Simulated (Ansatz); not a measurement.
Structures of equal composition on the (113) surface of germanium: 1 pair of surface atoms bonded, Si on all surface atoms, H on every dangling bond; 1 pair of surface atoms bonded, Si on all atoms bonded under the surface atoms, H on every dangling bond. The slabs share one bottom face, and each structure is named by its start. These are constructed structures in small cells; real faces may alloy, dewet or reconstruct in larger ones, and not all known structures of the face are among them. Slabs of about 14 Å with all that they carry, Fermi-Dirac smearing of 0.025 eV. Bottom of the slabs: built like the top, H on every dangling bond, free. Relaxed from the named starts with such symmetry as they have, on meshes of like density; energies extrapolated to zero smearing; no spin-orbit coupling, no U. Spin-polarised runs, if any, are marked in brackets, and their order is one that fits the cell; the others ran without spin. Where a second, spin-polarised start was run, the lower counts.

The numbers are results of PBE (plane waves to 420 eV, PAW; Ansatz, a quantum-chemistry and plane-wave program), not measurements.

Rank these by energy per 1x1 cell (lowest first), as PBE gives it.

1 pair of surface atoms bonded, Si on all surface atoms, H on every dangling bond (0.000 eV, gap 0.76 eV on the mesh), 1 pair of surface atoms bonded, Si on all atoms bonded under the surface atoms, H on every dangling bond (0.273 eV, gap 0.84 eV on the mesh)
